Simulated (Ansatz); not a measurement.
Pressure series in hypothetical Pm-3n AlN

The reference is AlN (space group Pm-3n, No. 223; a = 5.372 Å; a hypothetical phase, not in the database extracts checked).

Cell and atoms are relaxed at each pressure.

Levels (all Ansatz, a program for electronic structure, PAW): PBE (420 eV, scalar-relativistic without spin-orbit coupling); PBEsol (420 eV, without spin-orbit coupling).

The base cell above is that of PBE; each level relaxes its own structures.

| case | volume per atom, PBE | volume per atom, PBEsol |
|---|---|---|
| pressure −2 GPa | 13.09 Å³ | 12.88 Å³ |
| pressure −1 GPa | 13.01 Å³ | 12.80 Å³ |
| pressure 0.3 GPa | 12.90 Å³ | ? |
| pressure 0.7 GPa | 12.87 Å³ | ? |
| pressure 1.5 GPa | 12.80 Å³ | 12.60 Å³ |
| pressure 3 GPa | 12.69 Å³ | ? |
| pressure 5 GPa | 12.54 Å³ | 12.35 Å³ |
| pressure 7.5 GPa | 12.36 Å³ | ? |
| pressure 10 GPa | 12.20 Å³ | 12.03 Å³ |

Q: What belongs in the blanks?

A: 
- pressure 0.3 GPa, volume per atom, PBEsol: 12.69 Å³
- pressure 0.7 GPa, volume per atom, PBEsol: 12.66 Å³
- pressure 3 GPa, volume per atom, PBEsol: 12.49 Å³
- pressure 7.5 GPa, volume per atom, PBEsol: 12.18 Å³

PBE lies above PBEsol in every row, by 0.17 Å³ to 0.21 Å³. They put the cases in the same order.

Load acts through the strain it causes; cell and atoms are relaxed under it. Stability against distortions was not tested. Competing high-pressure phases were not computed.
